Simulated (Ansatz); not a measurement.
GaP(110) slab, cut from zinc-blende GaP: Ga24P24, 6 atomic planes, area 87 Å², cell height 21.8 Å with vacuum; both faces free, started from the bulk cut, in-plane cell fixed at 1.007 times the relaxed lattice. Method: PBE (plane waves, PAW; Ansatz, a program for electronic structure). Mean temperature 1335 K, 5.5 ps sampled after 2.4 ps of Langevin dynamics; k-points: 2x2x1 mesh shifted by half a step in the plane; no spin polarisation or spin-orbit coupling. So thin a slab has no true bulk in its middle, and the cell admits only reconstructions that fit it.

```csv
plane (from the bottom),atoms,start height (Å),mean height (Å),spread of site heights (Å),"rms motion, normal (Å)","rms motion, in plane (Å)",in-plane shift from the start (Å),coordination
1,Ga4P4,-4.90,-4.82,0.33,0.22,0.30,0.20,3.0
2,Ga4P4,-2.94,-3.01,0.06,0.20,0.18,0.11,4.0
3,Ga4P4,-0.98,-0.99,0.04,0.18,0.18,0.10,4.0
4,Ga4P4,0.98,0.98,0.05,0.19,0.18,0.10,4.0
5,Ga4P4,2.94,3.01,0.07,0.22,0.18,0.11,4.0
6,Ga4P4,4.90,4.82,0.33,0.19,0.20,0.21,3.0
```

* **outer plane spacing**: 1.81 Å against 1.96 Å at the start (-8 %)
* **normal motion of the outer planes over that of the middle**: 1.1
* **in-plane diffusion**: none seen within 5.5 ps
* **coordination in the top plane**: 3-fold 99 %
* **mean vibrational (phonon) frequency**: 6.3 THz

A denser in-plane k-mesh moves the forces of one frame by 0.02 eV/Å rms. Bonds are counted up to Ga-P 3.00 Å; heights count from the centre of mass.
